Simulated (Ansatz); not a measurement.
Seebeck coefficient (μV/K, mean over directions) of n-type GaP (F-43m) against carrier density, r2SCAN with spin-orbit coupling, rigid bands (Ansatz, a quantum-chemistry and plane-wave program). Computed gap 1.82 eV; densities at which minority carriers matter at this gap, or further valleys turn the trend, are left out. Conductivity mass 0.34 mₑ (harmonic mean over directions), N_c = 3.8e19 cm⁻³ at 300 K.

```tsv
electron density	300 K	500 K
1e16 cm⁻³	-921	-992
1e17 cm⁻³	?	-793
1e18 cm⁻³	-524	-595
3e18 cm⁻³	?	-501
1e19 cm⁻³	-327	-398
3e19 cm⁻³	-237	-305
1e20 cm⁻³	-147	?
3e20 cm⁻³	-83	-137
1e21 cm⁻³	-57	-90
```

**Question.** Fill in the missing entries.

**Answer.** 
- 1e17 cm⁻³, 300 K: -722
- 3e18 cm⁻³, 300 K: -430
- 1e20 cm⁻³, 500 K: -210

Rigid bands with a gap fixed in temperature, one relaxation time for all states, no polarons or phonon drag, and whether or not such doping can be reached.
